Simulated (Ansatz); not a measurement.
We consider cubic perovskite CsSnI3 (cubic high-temperature phase), described by RPBE (Ansatz, an electronic-structure program, PAW).

Numerical settings: plane-wave cutoff 520 eV, 6×6×6 k mesh, Fermi–Dirac smearing 0.01 eV, scalar-relativistic PAW data made under PBE.

Properties against volume:

| V (Å³/atom) | P (GPa) | direct gap at Γ (eV) | smallest gap on the k mesh (eV) |
|---|---|---|---|
| 50.001 | 0.91 | 4.595 | 0.535 |
| 51.064 | 0.57 | 4.565 | 0.622 |
| 52.128 | 0.27 | 4.536 | 0.703 |
| 53.192 | 0.00 | 4.508 | 0.778 |
| 54.256 | -0.24 | 4.480 | 0.849 |
| 55.320 | -0.46 | 4.452 | 0.914 |
| 56.384 | -0.65 | 4.425 | 0.974 |

The fundamental gap (0.78 eV at the equilibrium volume, with added k points) lies elsewhere than Γ–Γ.

Note: the cell is over a tenth larger than the published one: the level's own overestimate first of all, though another phase or state, or a fault of the published cell, is possible; the relaxation could not lower the start's symmetry, so the cell can be a saddle point above a distorted one.

Spin–orbit coupling is not included; with these elements it can move the gap by several tenths of an eV or more.
